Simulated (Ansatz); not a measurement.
# Pressure series in CaF2

Start from CaF$_{2}$ in the fluorite structure (space group Fm-3m, No. 225).

```xyz
3
Lattice="0.0000 2.7196 2.7196 2.7196 0.0000 2.7196 2.7196 2.7196 0.0000" Properties=species:S:1:pos:R:3 pbc="T T T"
Ca     0.0000     0.0000     0.0000
F      1.3598     1.3598     1.3598
F      4.0794     4.0794     4.0794
```

Cell and atoms are relaxed at each pressure.

Level of theory: DFT with r2SCAN, PAW potentials and a 500 eV plane-wave cutoff in Ansatz (a first-principles code), scalar-relativistic without spin-orbit coupling.

**Question.** Only one of these has a direct gap. Which?
A) pressure 4.2 GPa
B) pressure 30 GPa
C) pressure 9 GPa
D) pressure −2 GPa
E) pressure 18 GPa

**Answer.** B, pressure 30 GPa. Computed: pressure 18 GPa: indirect, X → Γ; pressure 9 GPa: indirect, X → Γ; pressure 4.2 GPa: indirect, X → Γ; pressure −2 GPa: indirect, X → Γ; pressure 30 GPa: direct at X

Load acts through the strain it causes; cell and atoms are relaxed under it. Whether these cells are dynamically stable was not tested. Competing high-pressure phases were not computed.
